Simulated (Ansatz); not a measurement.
NaOH (within 0.1 Å of Cmc2₁, No. 36, 6 atoms in the cell; start mp-626000) was calculated with PBEsol in Ansatz (plane waves, PAW).

Numerical settings: plane-wave cutoff 500 eV, 12×12×8 k mesh (along the axes of the cell as run), gaussian smearing 0.02 eV, scalar-relativistic PAW data made under PBE.

Cell (relaxed at this level):

```xyz
6
Lattice="3.4757 0.0000 -0.0465 0.0000 3.3723 0.0000 -1.6692 0.0000 4.9960" Properties=species:S:1:pos:R:3 pbc="T T T"
Na     0.0211     2.6845     1.5050
Na     1.7854     0.9983     3.4445
H      0.0638     3.1591     4.6352
H      1.7427     1.4730     0.3143
O      0.0519     2.5870     3.8265
O      1.7545     0.9009     1.1230
```

Problem. What does this level give for the band gap?

Solution. 
band gap: 3.51 eV (on the SCF k mesh)

Static lattice: no zero-point or thermal effects.

A start named mp-… is a Materials Project structure, which need not be a measured phase.

Ansatz is a first-principles code.
